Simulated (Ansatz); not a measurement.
The starting structures come from a database of crystals and need not be the phases stable at ambient conditions.

Evanescent states of Y2MgSe4 (Fd-3m, spinel, not sure to be the ambient phase, 14 atoms a cell, 28.1 Å³ an atom) along the normal of (111)

All values below come from r2SCAN (plane waves, PAW; Ansatz, an electronic-structure program).

The gap is the functional's own, uncorrected, and κ follows it; spin-orbit coupling is left out. Mid-gap values are interpolated between the computed energies.

Energies count from the valence-band top; κ is the least over a 6×6 mesh across the current.

```csv
E (eV),κ (1/Å),where
0.05,0.053,Γ
0.15,0.091,Γ
0.25,0.115,Γ
0.35,0.134,Γ
0.45,…,Γ
0.55,…,Γ
0.65,…,Γ
0.75,…,Γ
0.85,…,Γ
0.95,…,Γ
1.05,…,Γ
1.15,…,Γ
1.25,…,Γ
1.35,…,Γ
1.45,0.168,Γ
1.55,0.149,Γ
1.65,0.122,Γ
1.75,0.080,Γ
```

Problem. What belongs in the gaps?

Solution. 
- 0.45, κ (1/Å): 0.148
- 0.55, κ (1/Å): 0.161
- 0.65, κ (1/Å): 0.171
- 0.75, κ (1/Å): 0.179
- 0.85, κ (1/Å): 0.186
- 0.95, κ (1/Å): 0.190
- 1.05, κ (1/Å): 0.193
- 1.15, κ (1/Å): 0.193
- 1.25, κ (1/Å): 0.189
- 1.35, κ (1/Å): 0.181
